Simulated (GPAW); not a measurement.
Band structure of MnZn3 (P-6m2, 4 atoms in the cell).

```yaml
crystal:
  lattice:
    - [2.72498, 0.00000, 0.00000]
    - [-1.36249, 2.35990, 0.00000]
    - [0.00000, 0.00000, 8.76211]
  atoms:
    - { symbol: Mn, position: [0.66667, 0.33333, 0.00000], spin: 4.0 }
    - { symbol: Zn, position: [0.66667, 0.33333, 0.50000] }
    - { symbol: Zn, position: [0.33333, 0.66667, 0.24142] }
    - { symbol: Zn, position: [0.33333, 0.66667, 0.75858] }
```
(The spins are starting values, not results.)

Method of the run: PBEsol, GPAW PAW datasets PBEsol (made by gpaw-setup) (plane waves; GPAW).

Settings: spinpol = true; mode = pw; ecut = 800 eV; xc = PBEsol; kpts = 11 11 3; mesh shift (steps) = 0 0 0; occupations.name = methfessel-paxton; occupations.width = 0.1 eV; occupations.order = 0; nbands = -8; convergence.density = 1e-05 e/electron; convergence.energy = 1e-05 eV/electron; symmetry.symmorphic = false; symmetry.tolerance = 0.0005.

The starting cell comes from a database of computed structures (which also holds hypothetical and non-ambient phases and stackings), without a prior relaxation at this level. With one magnetic atom in the cell only a parallel order is possible.

Levels in eV from the Fermi level, bands 24 to 31 of the first spin channel:
```csv
point,24,25,26,27,28,29,30,31
Γ,-2.13,-1.44,-1.44,-0.65,-0.65,1.14,9.11,10.29
M,-1.55,-1.01,-0.92,-0.14,0.31,1.20,2.73,5.24
K,-1.64,-0.11,0.38,0.61,0.97,2.73,2.86,3.15
A,-2.33,-1.44,-1.44,-0.65,-0.65,3.36,5.36,15.44
L,-2.17,-1.30,-1.01,0.31,0.58,2.01,2.60,3.43
H,-1.57,-0.01,0.00,0.68,1.75,1.83,2.00,4.35
```

Bands cross the Fermi level along this path, so the cell is metallic at this level.

The net moment of the cell came out as 2.40 μB.
